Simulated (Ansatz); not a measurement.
This Ansatz (a first-principles code) input is the reference run, MoP (space group P-6m2, No. 187), computed with plane-wave PAW DFT at the PBE level (Ansatz, 420 eV), no SOC:

Ansatz 0.2 input:
```yaml
crystal:
  lattice:
    - [3.2416144361, 0, 0]
    - [-1.620807218, 2.8073204509, 0]
    - [0, 0, 3.1941040616]
  atoms:
    - { symbol: Mo, position: [0, 0, 0] }
    - { symbol: P, position: [0.3333333333, 0.6666666667, 0.5] }
basis: { ecutwfc: 420, ecutrho_ratio: 4, xc_grid: 2, fft_grid_basis: typed }
kpoints: { mp_grid: { grid: [16, 16, 15] } }
hamiltonian:
  xc: pbe
  dispersion: none
  pseudopotentials: { kind: paw }
scf: { occupations: { method: fermi_dirac, width: 0.05 }, convergence: { dr2_threshold: 0.0000000002 } }
output: { forces: true, stress: true }
checkpoint: { write: state.ck, write_every: 1000 }
```

Write the input for this change: uniaxial stress, 3 GPa tension along z, with the cell and atoms free to relax against it.


Ansatz 0.2 input:
```yaml
crystal:
  lattice:
    - [3.2416144361, 0, 0]
    - [-1.620807218, 2.8073204509, 0]
    - [0, 0, 3.1941040616]
  atoms:
    - { symbol: Mo, position: [0, 0, 0] }
    - { symbol: P, position: [0.3333333333, 0.6666666667, 0.5] }
basis: { ecutwfc: 420, ecutrho_ratio: 4, xc_grid: 2, fft_grid_basis: typed }
kpoints: { mp_grid: { grid: [16, 16, 15] } }
hamiltonian:
  xc: pbe
  dispersion: none
  pseudopotentials: { kind: paw }
scf: { occupations: { method: fermi_dirac, width: 0.05 } }
relax: { f_tol: 0.005, max_steps: 50, cell: { stress_tol: 0.01, sigma_target: [0, 0, -3, 0, 0, 0] } }
output: { forces: true, stress: true }
checkpoint: { write: state.ck, write_every: 1000 }
```
This is the input that was run.

Load acts through the strain it causes; cell and atoms are relaxed under it. sigma_target is in GPa, compression positive, in the order xx, yy, zz, yz, xz, xy. Beyond what the load breaks, stability against distortions was not tested. All final runs are without spin polarisation. An odd electron count without spin: MoP.
